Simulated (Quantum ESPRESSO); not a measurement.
## Habitual settings against a tight run: SrCd (Pm-3m, 2 atoms in the cell)

Self-consistent single point.

```xyz
2
Lattice="3.9985 0.0000 0.0000 0.0000 3.9985 0.0000 0.0000 0.0000 3.9985" Properties=species:S:1:pos:R:3 pbc="T T T"
Sr     1.9993     1.9993     1.9993
Cd     0.0000     0.0000     0.0000
```

Method of the run: PBEsol, GBRV 1.5 ultrasoft (PBESOL) pseudopotentials (plane waves; Quantum ESPRESSO 7.5).

Base settings: ecutwfc = 40 Ry; ecutrho = 200 Ry; occupations = smearing; smearing = fd; degauss = 0.0073499 Ry; potentials = {Sr: sr_pbesol_v1.uspp.F.UPF, Cd: cd_pbesol_v1.uspp.F.UPF}; K_POINTS = automatic 11 11 11 0 0 0; conv_thr = 1e-10 Ry.

Tight run (finer mesh or higher cutoff; not a proven limit): ecutwfc: 40 Ry → 56 Ry; ecutrho: 200 Ry → 280 Ry; conv_thr: 1e-10 Ry → 7.3e-11 Ry; K_POINTS: automatic 11 11 11 0 0 0 → automatic 15 15 15 0 0 0. It gave Fermi level (on the code's own zero) 8.16 eV; pressure -0.95 GPa.

Quick runs, as changes from the base:
- A: the base itself
- B: ecutwfc: 40 Ry → 32 Ry; ecutrho: 200 Ry → 160 Ry; K_POINTS: automatic 11 11 11 0 0 0 → automatic 2 2 2 1 1 1
- C: degauss: 0.0073499 Ry → 0.019992 Ry; K_POINTS: automatic 11 11 11 0 0 0 → automatic 4 4 4 0 0 0
- D: ecutwfc: 40 Ry → 28 Ry; ecutrho: 200 Ry → 140 Ry; smearing: fd → cold; degauss: 0.0073499 Ry → 0.0099958 Ry; K_POINTS: automatic 11 11 11 0 0 0 → automatic 8 8 8 0 0 0
- E: ecutwfc: 40 Ry → 24 Ry; ecutrho: 200 Ry → 120 Ry; K_POINTS: automatic 11 11 11 0 0 0 → automatic 1 1 1 0 0 0
- F: ecutwfc: 40 Ry → 20 Ry; ecutrho: 200 Ry → 100 Ry; smearing: fd → mp; degauss: 0.0073499 Ry → 0.0147 Ry; conv_thr: 1e-10 Ry → 7.3e-05 Ry; K_POINTS: automatic 11 11 11 0 0 0 → automatic 4 4 4 1 1 1

Energies are extrapolated to zero smearing width, which holds to low order in the width alone (under cold and Methfessel-Paxton smearing the free energy itself is taken).

Dashes: pressure of F, not trusted under this conv_thr with d or f elements.

The count of work is k-points × plane waves × bands × iterations; it is no time. 

The starting cell comes from a database of computed structures (which also holds hypothetical and non-ambient phases and stackings), without a prior relaxation at this level. Its lattice was rescaled by a random factor within 2.5 % of one.

```csv
run,energy less tight (meV/atom),pressure less tight (GPa),count of work / tight
A,23.7,0.41,0.28
B,984.1,1.51,0.0040
C,58.1,0.72,0.050
D,56.9,0.25,0.11
E,635.9,-11.48,0.0023
F,1083.1,–,0.0032
```

Among the runs at the tight run's level, the energy misses run from 23.7 to 1083.1 meV/atom.
